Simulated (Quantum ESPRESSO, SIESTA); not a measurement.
A SIESTA input for a self-consistent single point of KF (Fm-3m, 2 atoms in the cell) (DFT, GGA PBE, numerical atomic orbitals DZP, PseudoDojo PBE standard norm-conserving potentials (rewritten from UPF to PSML)):

```
# files in the folder: K.psml F.psml (PseudoDojo PBE standard)
SystemName  KF
SystemLabel kf

NumberOfAtoms                2
NumberOfSpecies              2
%block ChemicalSpeciesLabel
  1 19 K
  2 9 F
%endblock ChemicalSpeciesLabel
LatticeConstant              3.756537 Ang
%block LatticeVectors
     0.000000000    0.707106838    0.707106838
     0.707106838    0.000000000    0.707106838
     0.707106838    0.707106838    0.000000000
%endblock LatticeVectors
AtomicCoordinatesFormat      Bohr
%block AtomicCoordinatesAndAtomicSpecies
     0.000000000    0.000000000    0.000000000  1
     5.019628482    5.019628482    5.019628482  2
%endblock AtomicCoordinatesAndAtomicSpecies

XC.functional                GGA
XC.authors                   PBE
PAO.BasisSize                DZP
PAO.EnergyShift              0.01 Ry
MeshCutoff                   300 Ry
%block kgrid.MonkhorstPack
    6   0   0  0.0
    0   6   0  0.0
    0   0   6  0.0
%endblock kgrid.MonkhorstPack
OccupationFunction           FD
ElectronicTemperature        10 K

MaxSCFIterations             150
SCF.Mixer.Method             Broyden
SCF.Mixer.Weight             0.25
SCF.Mixer.History            8
SCF.DM.Tolerance             1.0E-05
Diag.ParallelOverK           true
WriteForces                  true
```

Translate this input to Quantum ESPRESSO.

This is the input that was run; spellings and numerical settings could be chosen otherwise.

```fortran
&CONTROL
  calculation = 'scf'
  prefix = 'run'
  outdir = './out'
  pseudo_dir = './'
  tprnfor = .true.
  tstress = .true.
/
&SYSTEM
  ibrav = 0
  nat = 2
  ntyp = 2
  ecutwfc = 85
  occupations = 'fixed'
  nbnd = 12
/
&ELECTRONS
  conv_thr = 1.0d-8
/
ATOMIC_SPECIES
K     39.0983  K.upf
F     18.9984  F.upf
ATOMIC_POSITIONS {angstrom}
K     0.000000000    0.000000000    0.000000000
F     2.656273000    2.656273000    2.656273000
K_POINTS {automatic}
6 6 6  0 0 0
CELL_PARAMETERS {angstrom}
   0.000000000     2.656273000     2.656273000
   2.656273000     0.000000000     2.656273000
   2.656273000     2.656273000     0.000000000
```

Basis, cutoffs, solver keys and any potentials are the target program's own. This input uses DFT, PBE, plane waves, PseudoDojo stringent norm-conserving (PBE) pseudopotentials. Both were run: pressure -1.03 GPa in SIESTA and 1.94 in Quantum ESPRESSO; gap on the mesh 5.604 eV in SIESTA and 6.292 in Quantum ESPRESSO.

On Quantum ESPRESSO: the starting cell comes from a database of computed structures (which also holds hypothetical and non-ambient phases and stackings), without a prior relaxation at this level. Its lattice was rescaled by a random factor within 2.5 % of one.

On SIESTA: the starting cell comes from a database of computed structures (which also holds hypothetical and non-ambient phases and stackings), without a prior relaxation at this level. Its lattice was rescaled by a random factor within 2.5 % of one. Values carry the incompleteness of an atom-centred basis. The basis of the alkali or alkaline-earth atoms may lack their empty d shell, which can raise the gap.
